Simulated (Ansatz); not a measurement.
Base system: Mo$_{5}$Si$_{3}$ (space group I4/mcm, No. 140).

```
CELL_PARAMETERS angstrom
     -4.80193     4.80193     2.43593
      4.80193    -4.80193     2.43593
      4.80193     4.80193    -2.43593
ATOMIC_POSITIONS crystal
  Si 0.83250 0.66750 0.50000
  Si 0.16750 0.33250 0.50000
  Si 0.66750 0.16750 0.83500
  Si 0.33250 0.83250 0.16500
  Si 0.75000 0.75000 0.00000
  Si 0.25000 0.25000 0.00000
  Mo 0.92339 0.22433 0.14772
  Mo 0.07661 0.77567 0.85228
  Mo 0.22433 0.07661 0.30094
  Mo 0.77567 0.92339 0.69906
  Mo 0.57661 0.72433 0.30094
  Mo 0.42339 0.27567 0.69906
  Mo 0.27567 0.57661 0.85228
  Mo 0.72433 0.42339 0.14772
  Mo 0.25000 0.75000 0.50000
  Mo 0.75000 0.25000 0.50000
```

Level of theory: plane-wave PAW DFT at the PBEsol level (Ansatz, a program for electronic structure, 420 eV), no SOC.

For the base:

```
Item               Result
---------------  --------
Volume per atom  14.04 Å³
```

One thing is altered: cell and atoms relaxed at a pressure of 5 GPa.

Q: Predict the new volume per atom.

A: The volume per atom shrinks by 0.26 Å³, from 14.04 Å³ to 13.78 Å³.

Load acts through the strain it causes; cell and atoms are relaxed under it. No phonon test of stability was made. No other phases were tried under pressure. All final runs are without spin polarisation.
